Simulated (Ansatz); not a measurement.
Consider IrO$_{2}$ in the rutile structure (space group P4_2/mnm, No. 136; a = 4.4718 Å, c = 3.1536 Å).

Level of theory: PBEsol/PAW in Ansatz (a program for electronic structure), without spin-orbit coupling.

One change was made to it. Results:

The density rises by 0.38 g/cm³, from 11.81 g/cm³ to 12.19 g/cm³; the shortest interatomic distance drops by 0.023 Å to 1.930 Å.

**Question.** Which of these changes matches the shifts?
A) pressure 3 GPa
B) pressure 0.3 GPa
C) pressure 10 GPa

**Answer.** C, pressure 10 GPa. For comparison, the density in the other runs: pressure 0.3 GPa gives 11.82 g/cm³; pressure 3 GPa gives 11.93 g/cm³.

Load acts through the strain it causes; cell and atoms are relaxed under it. Whether these cells are dynamically stable was not tested. No other phases were tried under pressure. No Hubbard U is applied, and correlation can decide whether such a compound is a metal. All final runs are without spin polarisation.
